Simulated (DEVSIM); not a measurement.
System: abrupt CdTe p-n junction, at 300 K.

| layer (left to right) | material | thickness (μm) | Nd (cm⁻³) | Na (cm⁻³) | τn (s) | τp (s) |
|---|---|---|---|---|---|---|
| 1 | CdTe | 0.160 | - | 2.8e15 | 1.1e-8 | 1.1e-8 |
| 2 | CdTe | 10.0 | 1.4e16 | - | 1.1e-8 | 1.1e-8 |

Left contact: ohmic. Right contact: ohmic. Voltage is applied to the left contact. Recombination: SRH at mid-gap, Auger. Mobility is μmin + (μ − μmin)/(1 + (N/Nref)^α).

Constants are typed, rounded textbook-type inputs, not results; the design itself was drawn at random and stands for no fabricated device. Values at 300 K.

| parameter | CdTe |
|---|---|
| gap (eV) | 1.5 |
| affinity (eV) | 4.28 |
| permittivity | 10.2 |
| Nc (cm⁻³) | 8e17 |
| Nv (cm⁻³) | 1.8e19 |
| μn (cm²/Vs) | 1000 |
| μp (cm²/Vs) | 80 |
| μn,min | 100 |
| μp,min | 10 |
| Nref,n | 1e17 |
| Nref,p | 1e17 |
| αn | 0.6 |
| αp | 0.6 |
| Cn (cm⁶/s) | 1e-30 |
| Cp (cm⁶/s) | 1e-30 |

Simulated with DEVSIM: 1D drift-diffusion, Boltzmann statistics, complete ionisation; no tunnelling, impact ionisation, image-force lowering or self-heating.

The doping Nd of layer 2 was swept, all else fixed.

```csv
doping Nd of layer 2 (cm^-3),largest field in the device at zero bias (V/cm),dark forward voltage at 1 A/cm² (V),dark forward voltage at 100 A/cm² (V),potential step across the device at zero bias (V)
4.2e14,12000,0.968,1.899,1.078
1.4e15,20000,0.946,1.492,1.109
4.2e15,32000,0.930,1.236,1.138
1.4e16,___,___,___,1.169
4.2e16,61000,0.907,1.072,1.197
1.4e17,73000,0.902,1.050,1.228
```

Task: What belongs in the gaps?

Result: 
- 1.4e16, largest field in the device at zero bias (V/cm): 47000
- 1.4e16, dark forward voltage at 1 A/cm² (V): 0.915
- 1.4e16, dark forward voltage at 100 A/cm² (V): 1.115
